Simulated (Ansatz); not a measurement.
Take WS2 in the 2H-MoS2 type structure (space group P6_3/mmc, No. 194; layered, stacked along the Cartesian z axis) as the base.

```
WS2
1.0
    3.11489     0.00000     0.00000
   -1.55745     2.69758     0.00000
    0.00000     0.00000    11.77332
W S
2 4
Cartesian
  0.00000   1.79838   2.94333
  1.55745   0.89919   8.82999
  0.00000   1.79838   7.25777
  1.55745   0.89919   1.37111
  1.55745   0.89919   4.51555
  0.00000   1.79838  10.40221
```

Calculations: plane-wave PAW DFT at the PBEsol-D3(BJ) level (Ansatz, a program for electronic structure, 420 eV), no spin-orbit coupling, earlier PAW set.

Before the change:

| Quantity | Result |
|---|---|
| Smallest direct gap | 1.92 eV |
| c/a ratio | 3.780 |
| Valence-band top at Γ | 0.00, -1.26, -1.60 eV |
| Band gap | 0.66 eV |
| Width of the top valence band | 2.05 eV |

Modification: a negative pressure, −2 GPa.

Predict the new smallest direct gap, c/a ratio, valence-band top at Γ, band gap and width of the top valence band.

The smallest direct gap shrinks by 0.04 eV to 1.88 eV; the c/a ratio increases by 0.069 (3.780 → 3.849); the valence-band top at Γ (three highest levels, from the VBM) changes from 0.00, -1.26, -1.60 eV to 0.00, -1.40, -1.43 eV; the band gap grows by 0.15 eV, from 0.66 eV to 0.81 eV; the width of the top valence band falls by 0.097 eV (2.05 eV → 1.96 eV).

With W present, leaving out spin-orbit coupling can change the band edges. Load acts through the strain it causes; cell and atoms are relaxed under it. Stability against distortions was not tested.
